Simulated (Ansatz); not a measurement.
Seebeck coefficient (μV/K, mean over directions) of n-type CdSe (F-43m) against carrier density, HSE06, rigid bands (Ansatz, a quantum-chemistry and plane-wave program). Computed gap 1.55 eV; densities at which minority carriers matter at this gap, or further valleys turn the trend, are left out. Conductivity mass 0.120 mₑ (harmonic mean over directions), N_c = 1.0e18 cm⁻³ at 300 K.

```tsv
electron density	300 K	500 K
1e16 cm⁻³	___	-678
1e17 cm⁻³	-411	-480
1e18 cm⁻³	-220	___
3e18 cm⁻³	-140	-198
1e19 cm⁻³	-74	-117
3e19 cm⁻³	-40	___
1e20 cm⁻³	-21	-35
3e20 cm⁻³	-12	-21
1e21 cm⁻³	-8	-13
```

Question: Some entries are withheld; supply them.

Answer: 
- 1e16 cm⁻³, 300 K: -609
- 1e18 cm⁻³, 500 K: -285
- 3e19 cm⁻³, 500 K: -65

Rigid bands with a gap fixed in temperature, one relaxation time for all states, no polarons or phonon drag, and whether or not such doping can be reached. Spin-orbit coupling is left out. Geometry: cell and atoms relaxed with PBEsol.
